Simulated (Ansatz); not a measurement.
# SiO2: response to strain

Base system: SiO₂ in the rutile structure (space group P4_2/mnm, No. 136).

```xyz
6
Lattice="4.2361 0.0000 0.0000 0.0000 4.2361 0.0000 0.0000 0.0000 2.6904" Properties=species:S:1:pos:R:3 pbc="T T T"
Si     0.0000     0.0000     0.0000
Si     2.1180     2.1180     1.3452
O      1.3004     1.3004     0.0000
O      3.4184     0.8176     1.3452
O      0.8176     3.4184     1.3452
O      2.9357     2.9357     0.0000
```

Cartesian axes are those of the cell as printed.

Strains are applied to the cell and any free atomic positions relax; under biaxial strain the out-of-plane vector relaxes too.

The values are results of Ansatz (a program for electronic structure) PBE, no SOC, not measurements.

```json
[
 {"biaxial strain, plane normal [001], relaxed out of plane (%)": "-3", "out-of-plane strain (%)": "1.71"},
 {"biaxial strain, plane normal [001], relaxed out of plane (%)": "-2.4", "out-of-plane strain (%)": "1.34"},
 {"biaxial strain, plane normal [001], relaxed out of plane (%)": "-1.8", "out-of-plane strain (%)": "0.98"},
 {"biaxial strain, plane normal [001], relaxed out of plane (%)": "-1.2", "out-of-plane strain (%)": "0.64"},
 {"biaxial strain, plane normal [001], relaxed out of plane (%)": "-0.6", "out-of-plane strain (%)": "?"},
 {"biaxial strain, plane normal [001], relaxed out of plane (%)": "0", "out-of-plane strain (%)": "0.00"}
]
```

Problem. Fit ε⊥ = −νε + γε² (strains in %) to the rows shown and predict the withheld row.

Solution. Least squares on the printed values gives ν = 0.51 (the biaxial Poisson response) and γ = 0.021 (largest residual 0.00 %); this predicts 0.31 %, and the run gives 0.32 %, in agreement.

No phonon test of stability was made.
